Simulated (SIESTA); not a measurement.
**A self-consistent single point of Li₃YSb₂ (P-3m1, 6 atoms in the cell) with SIESTA**

Computed with GGA PBEsol, numerical atomic orbitals DZP, PseudoDojo PBEsol standard norm-conserving potentials (rewritten from UPF to PSML) (SIESTA 5.4.2).

This input was run:

```
# files in the folder: Li.psml Y.psml Sb.psml (PseudoDojo PBEsol standard)
SystemName  Li3YSb2
SystemLabel siesta

NumberOfAtoms                6
NumberOfSpecies              3
%block ChemicalSpeciesLabel
  1 3 Li
  2 39 Y
  3 51 Sb
%endblock ChemicalSpeciesLabel
LatticeConstant              4.531480 Ang
%block LatticeVectors
     1.000000000    0.000000000    0.000000000
    -0.500000000    0.866025449    0.000000000
     0.000000000    0.000000000    1.586102112
%endblock LatticeVectors
AtomicCoordinatesFormat      ScaledCartesian
%block AtomicCoordinatesAndAtomicSpecies
    -0.000000500    0.577350588    1.032568336  1
     0.500000500    0.288674861    0.553533776  1
     0.000000000    0.000000000    0.793051056  1
     0.000000000    0.000000000    0.000000000  2
    -0.000000500    0.577350588    0.395335951  3
     0.500000500    0.288674861    1.190766161  3
%endblock AtomicCoordinatesAndAtomicSpecies

XC.functional                GGA
XC.authors                   PBEsol
PAO.BasisSize                DZP
PAO.EnergyShift              0.01 Ry
PAO.Polarization.NonPerturbative true
MeshCutoff                   400 Ry
%block kgrid.MonkhorstPack
    6   0   0  0.0
    0   6   0  0.0
    0   0   3  0.0
%endblock kgrid.MonkhorstPack
OccupationFunction           FD
ElectronicTemperature        136.0 meV

MaxSCFIterations             150
SCF.Mixer.Method             Broyden
SCF.Mixer.Weight             0.1
SCF.Mixer.History            8
SCF.DM.Tolerance             1.0E-05
Diag.ParallelOverK           true
WriteForces                  true
Charge.Mulliken              end
```

Log, with long lists cut:

```
reinit: Reading from file input.fdf

reinit: System Name: Li3YSb2
reinit: System Label: siesta

coor:   Atomic-coordinates input format  =     Cartesian coordinates
coor:                                          (in units of alat)

siesta: Atomic coordinates (Bohr) and species
siesta:     -0.00000   4.94400   8.84215  1        1
siesta:      4.28163   2.47200   4.74005  1        2
siesta:      0.00000   0.00000   6.79110  1        3
siesta:      0.00000   0.00000   0.00000  2        4
siesta:     -0.00000   4.94400   3.38536  3        5
siesta:      4.28163   2.47200  10.19684  3        6

siesta: System type = bulk

initatomlists: Number of atoms, orbitals, and projectors:      6    73   106

siesta: ******************** Simulation parameters ****************************
redata: Spin configuration                          = none
redata: Time-Reversal Symmetry                      = T
redata: Number of Atomic Species                    =        3
redata: Mesh Cutoff                                 =   400.0000 Ry
redata: Net charge of the system                    =     0.0000 |e|
redata: Min. number of SCF Iter                     =        0
redata: Max. number of SCF Iter                     =      150
redata: SCF convergence failure will abort job
redata: SCF mix quantity                            = Hamiltonian
redata: Mix DM or H after convergence               =   F
redata: Recompute H after scf cycle                 =   F
redata: Mix DM in first SCF step                    =   T
redata: No kicks to SCF
redata: DM Mixing Weight for Kicks                  =     0.5000
redata: Require Harris convergence for SCF          =   F
redata: Harris energy tolerance for SCF             =     0.000100 eV
redata: Require DM convergence for SCF              =   T
redata: DM tolerance for SCF                        =     0.000010
redata: Require EDM convergence for SCF             =   F
   [... lines left out ...]
diag: Parallel distribution                         =     1 x     1
diag: Used triangular part                          = Lower
diag: Absolute tolerance                            =  0.100E-15
diag: Orthogonalization factor                      =  0.100E-05
diag: Memory factor                                 =  1.0000

superc: Internal auxiliary supercell:     7 x     7 x     3  =     147
superc: Number of atoms, orbitals, and projectors:    882  10731  15582

                        Single-point calculation

superc: Internal auxiliary supercell:     7 x     7 x     3  =     147
superc: Number of atoms, orbitals, and projectors:    882  10731  15582

outcell: Unit cell vectors (Ang):
        4.531480    0.000000    0.000000
       -2.265740    3.924377    0.000000
        0.000000    0.000000    7.187390

outcell: Cell vector modules (Ang)   :    4.531480    4.531480    7.187390
outcell: Cell angles (23,13,12) (deg):     90.0000     90.0000    120.0000
outcell: Cell volume (Ang**3)        :    127.8151
new_DM -- step:     1
Initializing Density Matrix...

Attempting to read DM from file... Failed...
DM filled with atomic data:

InitMesh: MESH = 48 x 48 x 90 = 207360
InitMesh: Mesh cutoff (required, used) =   400.000   413.469 Ry

stepf: Fermi-Dirac step function
        iscf     Eharris(eV)        E_KS(eV)     FreeEng(eV)     dDmax    Ef(eV) dHmax(eV)
   scf:    1    -6614.933831    -6631.601615    -6631.621757  1.640387 -4.834699  9.268539
   scf:    2    -6635.821099    -6633.957430    -6633.983789  0.062310 -4.936477  6.106629
   scf:    3    -6635.413085    -6635.196761    -6635.238144  0.094666 -5.121651  1.903706
   scf:    4    -6635.276206    -6635.280833    -6635.317506  0.034240 -5.157110  1.457345
   scf:    5    -6635.367877    -6635.352081    -6635.393082  0.040402 -5.247508  0.285776
   scf:    6    -6635.356455    -6635.354862    -6635.395047  0.003817 -5.229428  0.032769
   [... 2 lines left out ...]
   scf:    9    -6635.354685    -6635.354785    -6635.395242  0.000401 -5.225629  0.009780
   scf:   10    -6635.354597    -6635.354694    -6635.395247  0.000321 -5.225919  0.004211
   scf:   11    -6635.354740    -6635.354717    -6635.395248  0.000059 -5.225809  0.000829
   scf:   12    -6635.354718    -6635.354718    -6635.395248  0.000010 -5.225796  0.000709
   scf:   13    -6635.354718    -6635.354718    -6635.395248  0.000010 -5.225787  0.000603
SCF Convergence by DM+H criterion
max |DM_out - DM_in|         :     0.0000097617
max |H_out - H_in|      (eV) :     0.0006025717
SCF cycle converged after 13 iterations

Using DM_out to compute the final energy and forces

siesta: E_KS(eV) =            -6635.3547

siesta: E_KS - E_eggbox =     -6635.3547

siesta: Atomic forces (eV/Ang):
     1    0.000017   -0.000010    0.017925
     2   -0.000017    0.000010   -0.017925
     3    0.000000   -0.000000    0.000000
     4   -0.000000    0.000000   -0.000000
     5    0.000005   -0.000002   -0.132249
     6   -0.000005    0.000002    0.132249
   Tot    0.000000   -0.000000    0.000000
   Max    0.132249
   Res    0.044486    sqrt( Sum f_i^2 / 3N )
   Max    0.132249    constrained

Stress tensor Voigt[x,y,z,yz,xz,xy] (kbar):       14.00       14.18       19.07       -0.00        0.00        0.16
(Free)E + p*V (eV/cell)    -6636.6515
Target enthalpy (eV/cell)    -6635.3952

siesta: Program's energy decomposition (eV):
siesta: Ebs     =     -1394.856115
siesta: Eions   =      6697.672950
siesta: Ena     =       830.077996
siesta: Ekin    =      3615.507166
siesta: Enl     =     -2829.146376
siesta: Eso     =         0.000000
siesta: Edftu   =         0.000000
siesta: DEna    =        16.153681
siesta: DUscf   =         1.168415
siesta: DUext   =         0.000000
siesta: Ex      =     -1468.314878
siesta: Ec      =      -103.127772
siesta: Exc     =     -1571.442650
siesta: Eharris =     -6635.354718
siesta: Etot    =     -6635.354718
siesta: FreeEng =     -6635.395248

siesta: Atomic forces (eV/Ang):
siesta:      1    0.000017   -0.000010    0.017925
siesta:      2   -0.000017    0.000010   -0.017925
siesta:      3    0.000000   -0.000000    0.000000
siesta:      4   -0.000000    0.000000   -0.000000
siesta:      5    0.000005   -0.000002   -0.132249
siesta:      6   -0.000005    0.000002    0.132249
siesta: ----------------------------------------
siesta:    Tot    0.000000   -0.000000    0.000000

siesta: Stress tensor (static) (eV/Ang**3):
siesta:     0.008736    0.000097    0.000001
siesta:     0.000097    0.008848   -0.000000
siesta:     0.000001   -0.000000    0.011901

   [... lines left out ...]
siesta: Cell volume =        127.815052 Ang**3
siesta:         -15.74683787        -17.90093314  kBar
   [... lines left out ...]
   3  2.986   2.023  -0.033   0.101   0.283   0.329   0.283

Species: Y
Atom  Qatom  Qorb
               4s      5s      5s      4py     4pz     4px     5py     5pz
               5px     4dxy    4dyz    4dz2    4dxz    4dx2-y2 4dxy    4dyz
               4dz2    4dxz    4dx2-y2
   4 10.387   1.921   0.217   0.169   1.960   1.970   1.960   0.293   0.238
              0.293   0.200   0.262   0.175   0.262   0.200   0.051   0.074

              0.017   0.074   0.051

Species: Sb
Atom  Qatom  Qorb
               5s      5s      5py     5pz     5px     5py     5pz     5px
               4dxy    4dyz    4dz2    4dxz    4dx2-y2 5dxy    5dyz    5dz2
               5dxz    5dx2-y2
   5 14.831   1.236   0.213   0.858   0.915   0.858   0.218   0.162   0.218
              2.005   2.004   2.003   2.004   2.005   0.025   0.032   0.018

              0.032   0.025
   6 14.831   1.236   0.213   0.858   0.915   0.858   0.218   0.162   0.218
              2.005   2.004   2.003   2.004   2.005   0.025   0.032   0.018

              0.032   0.025

mulliken: Qtot =       50.000

Mulliken Atomic Populations:
Atom #   charge [q] valence [e]  Species
     1    -0.482985    3.482985  Li
     2    -0.482985    3.482985  Li
     3     0.014170    2.985830  Li
     4     0.613456   10.386544  Y
     5     0.169172   14.830828  Sb
     6     0.169172   14.830828  Sb
 Total    -0.000000
```

The run converged in 13 iterations.

The starting cell comes from a database of computed structures (which also holds hypothetical and non-ambient phases and stackings), without a prior relaxation at this level. Values carry the incompleteness of an atom-centred basis.

Cost on one core of a shared machine: roughly 40 s.
